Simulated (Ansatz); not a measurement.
Take BaTiO3 in the cubic perovskite structure (space group Pm-3m, No. 221; a = 3.935 Å) as the base. Axes: x, y, z lie along the cube axes.

All numbers come from LDA (Ansatz, a program for electronic structure; PAW; 420 eV plane waves; scalar-relativistic without spin-orbit coupling).

For the base:

Smallest direct gap: 1.87 eV
Band gap: 1.83 eV
Pressure: -0.01 GPa

It is then changed as follows: tensor shear ε_xy = +0.33 % (engineering shear γ = 0.0066), atoms relaxed at fixed cell.

### Question
What happens to the smallest direct gap?

### Answer
The smallest direct gap drops by 0.03 eV, from 1.87 eV to 1.84 eV.

### Question
How does this affect the band gap?

### Answer
The band gap drops by 0.02 eV to 1.81 eV.

### Question
What happens to the energy relative to the base?

### Answer
The energy is nearly the same.

### Question
Estimate the effect on the pressure.

### Answer
The pressure (mean of the normal stresses, compression positive) stays essentially unchanged (-0.01 GPa against 0.00 GPa).

The cells carry an imposed strain or load. Whether these cells are dynamically stable was not tested. All final runs are without spin polarisation. Many cubic perovskites are stable only at high temperature; tilts and polar distortions were not tested. This is not the structure that BaTiO3 has at room temperature and ambient pressure.
